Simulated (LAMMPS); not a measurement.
LAMMPS 22 Jul 2025, classical MD, Vashishta (SiC.vashishta): SiC, 10648 atoms.

- task: MD, nve
- potential: Vashishta, SiC.vashishta
- copies of the repeat unit: 11×11×11
- shape (slab and sphere leave vacuum in the box): bulk
- neighbor skin: 2 Å
- neigh_modify: every 1 delay 0 check yes
- newton: on (default)
- atom_modify sort (bins of 2 Å where set): 1000 (default)
- comm_style: brick (default)
- box: 48.0 × 48.0 × 48.0 Å
- start: generated zinc blende lattice, warmed in an untimed run

All runs start from one configuration, warmed at this fixed volume for 1000 steps under a thermostat at 2000 K. The run at the shortest step has a mean temperature of 1980 K and a mean pressure of 11.7 GPa.

Each run covers about 2.0 ps at constant energy (mean temperature 1980 K at the shortest step); σ is the standard deviation over the printed steps. Each setting ran once; only counts and results are compared.

Steps tried: 0.5 fs, 1 fs, 2 fs, 2.5 fs, 4 fs, 5 fs, 8 fs, 10 fs, 16 fs, 20 fs, 32 fs.

Q: Up to which step does the ratio σ(E total)/σ(E kinetic) stay under 2 %, and what happens beyond?

A: 1 fs. The run fails or blows up at 5 fs, 8 fs, 10 fs, 16 fs, 20 fs, 32 fs.

```tsv
time step	σ(E total)/σ(E kinetic)	last minus first total energy (meV/atom)	mean temperature (K)
0.5 fs	0.0015	under 0.001	1980
1 fs	0.0066	−0.0076	1980
2 fs	0.027	+0.11	1970
2.5 fs	0.040	+0.18	1960
4 fs	2.1	+27	1960
5 fs	stops: Lost atoms	—	—
8 fs	stops: Lost atoms	—	—
10 fs	stops: Lost atoms	—	—
16 fs	stops: Lost atoms	—	—
20 fs	stops: Lost atoms	—	—
32 fs	stops: Lost atoms	—	—
```

The bar is a choice.
